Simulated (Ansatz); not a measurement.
CdS (P6_3mc), PBEsol with spin-orbit coupling, rigid bands (Ansatz, a first-principles code): N_v = 4.54e19 cm⁻³ at 300 K and a hole conductivity mass of 1.17 mₑ along y (a = (4.12, 0.00, 0.00) Å; b = (-2.06, 3.57, 0.00) Å; c = (0.00, 0.00, 6.71) Å).

For 1e16 holes per cm³ at 300 K, place the Fermi level, estimate the Seebeck coefficient of a parabolic band with constant τ, and give mobility and conductivity for τ = 5 fs.

The level lies k_BT ln(N_v/p) = 0.218 eV above the valence-band maximum. S ≈ +(k_B/e)[ln(N_v/p) + 5/2] = 941 μV/K, against 972 μV/K from the full bands (mean over directions). μ = eτ/m = 7.52 cm²/(V·s) and σ = peμ = 0.0120 S/cm. τ is assumed, not computed.

Band transport and this doping are assumed; polarons and phonon drag are left out.
